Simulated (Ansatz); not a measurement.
Results of PBEsol (Ansatz, a first-principles code, plane waves, PAW) for C (model structure, started from the Ge type, P4₃2₁2, No. 96, 12 atoms in the cell).

Run with plane-wave cutoff 520 eV, 8×8×8 k mesh, Fermi–Dirac smearing 0.01 eV, scalar-relativistic PAW data made under PBE.

Cell (relaxed at this level):

```
C
1.0
    3.78290     0.00000     0.00000
    0.00000     3.78290     0.00000
    0.00000     0.00000     4.64865
C
12
Direct
  0.07578   0.07578   0.00000
  0.42422   0.57578   0.75000
  0.92422   0.92422   0.50000
  0.57578   0.42422   0.25000
  0.16662   0.37927   0.21735
  0.12073   0.66662   0.96735
  0.83338   0.62073   0.71735
  0.87927   0.33338   0.46735
  0.66662   0.12073   0.03265
  0.62073   0.83338   0.28265
  0.33338   0.87927   0.53265
  0.37927   0.16662   0.78265
```

Question: Predict the band gap.

Answer: 
- band gap = 4.95 eV (on the SCF k mesh)

Note: the relaxation could raise the start's symmetry but not lower it, so the cell can be a saddle point.

Computing time: around 4 core-minutes (rough).

A model structure was made by putting elements into a prototype or built by hand; it is no filed structure, need not be a known phase, and can be a saddle point held by its symmetry.
